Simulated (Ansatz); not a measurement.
Where the default PAW files enter, the runs use the earlier of Ansatz's two default sets.

Here is the system:

```
CELL_PARAMETERS angstrom
      4.55187     0.00000     0.00000
      0.00000     6.43731     0.00000
      2.27593     3.21866     2.27593
ATOMIC_POSITIONS crystal
  Na 0.00000 0.00000 0.00000
  I  0.00000 0.50000 0.00000
```

Space group of this cell: Fm-3m, rock salt. The cell is taken as given.

Transport runs along the normal of the first two printed cell vectors, the (110) plane of the conventional cell.

The gap is the functional's own. No spin-orbit coupling. Mid-gap values are interpolated on the energy grid.

Task: Estimate the band gap and the smallest decay constant κ at mid-gap that r2SCAN (Ansatz, a quantum-chemistry and plane-wave program) returns for this system.

Result: Gap 4.48 eV on a 14×14×14 mesh; κ = 0.283 1/Å, at the zone centre.
